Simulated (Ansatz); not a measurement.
SiH3 on the 1x1 (110) surface of bcc Ta, one in a 2x2 cell, energies for each (31.2 Å²). Energies are against SiH4(g) − ½ H2(g), without zero-point or thermal terms; each row is named by its start.

Method: PBE (plane waves to 420 eV, PAW; Ansatz, an electronic-structure program).

Slab: 20 atoms, 6.8 Å thick at the start under the adsorbate (thin: gaps and levels are the slab's own); k 5x5x1, smearing 0.1 eV, dipole-corrected; 8 atoms held, the rest relaxed; each run with such symmetry as its start has; spin where the adsorbate may keep a moment, no spin-orbit, no U, no dispersion correction.

A negative adsorption energy means that the adsorbate is more stable on the surface than in its reference. Starts that drift may end in the same place. Heights count from the host atoms within 0.3 Å of the top one.

| starting site | E_ads (eV) | height (Å) | nearest host atom (Å) | bonded to | Δ work function (eV) | lateral drift (Å) | moment (μB) |
|---|---|---|---|---|---|---|---|
| top Ta | -1.57 | 1.91 | Ta 2.63 | 3 Ta | -0.30 | 1.8 | 0.0 |
| hollow Ta-Ta-Ta (the adsorbate came apart) | -2.75 | 1.75 | Ta 2.55 | 6 Ta | -0.09 | 0.3 | – |
| bridge Ta-Ta (span 2.9 Å) | -1.57 | 1.91 | Ta 2.63 | 3 Ta | -0.31 | 1.1 | – |
| bridge Ta-Ta (span 3.3 Å) (the adsorbate came apart) | -2.75 | 1.75 | Ta 2.55 | 6 Ta | -0.09 | 0.3 | – |
